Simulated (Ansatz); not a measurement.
The structure below was relaxed with PBEsol/PAW in Ansatz (a first-principles code), no spin-orbit coupling, at pressure 7.5 GPa.

Space group Pnma (No. 62); a = 5.1823 Å, b = 3.9616 Å, c = 7.3333 Å, α = β = γ = 90.00°

```
atom  site  symmetry       x       y       z
----  ----  --------  ------  ------  ------
Si      4c       .m.  0.1973  0.7500  0.4012
Ru      4c       .m.  0.4831  0.2500  0.2139
Ru      4c       .m.  0.1683  0.7500  0.0645
```

Q: Write out a cell with all atoms.

A: 
```
Ru2Si
1.0
    5.18228     0.00000     0.00000
    0.00000     3.96164     0.00000
    0.00000     0.00000     7.33329
Si Ru
4 8
Direct
  0.30266   0.25000   0.90117
  0.69734   0.75000   0.09883
  0.19734   0.75000   0.40117
  0.80266   0.25000   0.59883
  0.51687   0.75000   0.78613
  0.48313   0.25000   0.21387
  0.98313   0.25000   0.28613
  0.01687   0.75000   0.71387
  0.83166   0.25000   0.93548
  0.16834   0.75000   0.06452
  0.66834   0.75000   0.43548
  0.33166   0.25000   0.56452
```
This is the conventional cell.

Load acts through the strain it causes; cell and atoms are relaxed under it. Stability against distortions was not tested. Competing high-pressure phases were not computed. The final runs are not spin-polarised. The cell was made from Ru2Si (space group Pnma, No. 62; a cell from a computed database, its experimental status unchecked) by this change: pressure 7.5 GPa.
